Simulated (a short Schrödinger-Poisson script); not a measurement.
Stack: MOS inversion layer, Si3N4 on p-type Si(100), at 400 K.

From the gate side: 3.4 nm Si3N4; 650 nm Si, acceptors 4.3e17 cm⁻³.

Constants are typed, rounded textbook-type inputs, not results; the design itself was drawn at random and stands for no fabricated device. Si3N4: permittivity 7.5, conduction-band edge (eV) 1.95, gap (eV) 5.1, electron mass (mₑ) 0.5. Si: permittivity 11.7, conduction-band edge (eV) 0, gap (eV) 1.124, Nv at 300 K (cm⁻³) 3.1e19.

Channel valleys (confinement mass, in-plane density-of-states mass, number): Δ2 0.916, 0.19, 2; Δ4 0.19, 0.417, 4. At the gate the conduction-band edge of layer 1 lies 2.27 eV − eVg above the Fermi level of the channel; the field vanishes at the back. Gaps are held at their typed values at every temperature. Mesh 0.03 nm at interfaces.

Solved with a short Schrödinger-Poisson script written for these runs: 1D Poisson equation in equilibrium, electrons quantum, Hartree (BenDaniel-Duke, 12 states a valley, the channel's in-plane mass for all, wave functions free to enter the dielectric), parabolic valleys, classical holes, full ionisation, no traps, pinning or gate leakage.

```
Vg (V)  electrons (cm⁻²)  C (μF/cm²)  Δ2 E0 (meV from the Fermi level)  Δ4 E0 (meV from the Fermi level)
------  ----------------  ----------  --------------------------------  --------------------------------
0.25              2.07e9       0.210                             306.1                             346.9
0.3               7.03e9       0.221                             263.2                             304.8
0.35             2.34e10       0.269                             221.1                             263.6
0.4              7.19e10       0.400                             181.7                             225.0
0.45             1.87e11       0.627                             147.9                             192.2
0.5              3.89e11       0.867                             121.6                             167.1
0.55             6.69e11        1.05                             101.8                             148.7
0.6              1.00e12        1.18                              86.5                             135.0
0.65             1.38e12        1.27                              74.4                             124.3
0.7              1.77e12        1.33                              64.3                             115.7
0.75             2.19e12        1.38                              55.8                             108.6
0.8              2.62e12        1.42                              48.3                             102.6
0.85             3.07e12        1.45                              41.7                              97.3
0.9              3.52e12        1.48                              35.7                              92.7
0.95             3.99e12        1.50                              30.2                              88.5
1                4.45e12        1.52                              25.1                              84.7
1.05             4.93e12        1.53                              20.4                              81.3
1.1              5.41e12        1.55                              16.0                              78.1
1.15             5.89e12        1.56                              11.9                              75.2
1.2              6.38e12        1.57                               8.0                              72.4
```

Gate voltages with under 1e9 electrons/cm² are left out.

Problem. At Vg = 1.2 V the lowest Δ2 subband lies at 8.0 meV from the Fermi level. How many electrons does it hold, and what share of all?

Solution. The two-dimensional density of states is g m/(πħ²) = 1.59e11 cm⁻² meV⁻¹ (both spins), kT = 34.5 meV, so n = D kT ln(1 + exp(−E/kT)) = 3.19e12 cm⁻², 0.50 of the 6.38e12 cm⁻² in all.

Problem. Compare the slope of the sheet density between 1.1 and 1.2 V with the geometric capacitance of the layers between gate and channel.

Solution. q Δn/ΔV = 1.55 μF/cm²; ε0/Σ(t/ε) = 1.95 μF/cm². The ratio is 0.80: the channel acts as a further capacitance in series.
